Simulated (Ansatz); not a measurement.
The parent structure is Os in the fcc (Cu type) structure (space group Fm-3m, No. 225; a = 3.821 Å; relaxed with 0.1 eV smearing). Axes: x, y, z lie along the cube axes.

One thing is altered: uniaxial strain ε_xx = +1.91 %, all other strain components held at zero, atoms relaxed at fixed cell.

Levels (all Ansatz, a program for electronic structure, PAW): PBEsol (420 eV, without spin-orbit coupling); PBEsol+SOC (420 eV, spin-orbit coupling included).

The geometry is relaxed with PBEsol.

```
Item                Value
---------------  --------
PBEsol pressure  -7.6 GPa
```

### Question
What does PBEsol+SOC give at this geometry for the pressure?

### Answer
The pressure goes up by 0.4 GPa, from -7.6 GPa to -7.2 GPa.

Single points use the geometry relaxed with PBEsol. Differences between runs with and without spin-orbit coupling are approximate. Whether these cells are dynamically stable was not tested. The runs without spin-orbit coupling are not spin-polarised. This is not the structure that Os has at room temperature and ambient pressure.
